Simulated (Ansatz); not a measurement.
**TiAl2O5 (space group Cmcm, No. 63; a cell from a computed database, its experimental status unchecked)**

```
TiAl2O5
1.0
    1.80184    -4.68016     0.00000
    1.80184     4.68016     0.00000
    0.00000     0.00000     9.64179
Ti Al O
2 4 10
Direct
  0.31510   0.68490   0.25000
  0.68490   0.31510   0.75000
  0.35923   0.64077   0.94385
  0.64077   0.35923   0.05615
  0.64077   0.35923   0.44385
  0.35923   0.64077   0.55615
  0.18765   0.81235   0.06675
  0.81235   0.18765   0.93325
  0.81235   0.18765   0.56675
  0.18765   0.81235   0.43325
  0.45532   0.54468   0.11761
  0.54468   0.45532   0.88239
  0.54468   0.45532   0.61761
  0.45532   0.54468   0.38239
  0.73578   0.26422   0.25000
  0.26422   0.73578   0.75000
```

Level of theory: Ansatz (a program for electronic structure), PBEsol, PAW, cutoff 420 eV, scalar-relativistic without spin-orbit coupling. Γ-centred 8×8×3 mesh, Fermi–Dirac width 0.05 eV.

| Quantity | Value |
|---|---|
| Volume per atom | 10.16 Å³ |
| Density | 3.71 g/cm³ |
| Band gap | 3.02 eV, indirect, Γ → Y |
| Hole mass | 2.1 mₑ along a, 1.0 mₑ along b, 0.56 mₑ along c |
| Total energy | -792.389 eV/atom (σ→0; compares only within this code and set-up) |

Masses are band curvatures over ±0.01 Å⁻¹ around the edge. Stability against distortions was not tested. The final runs are not spin-polarised.
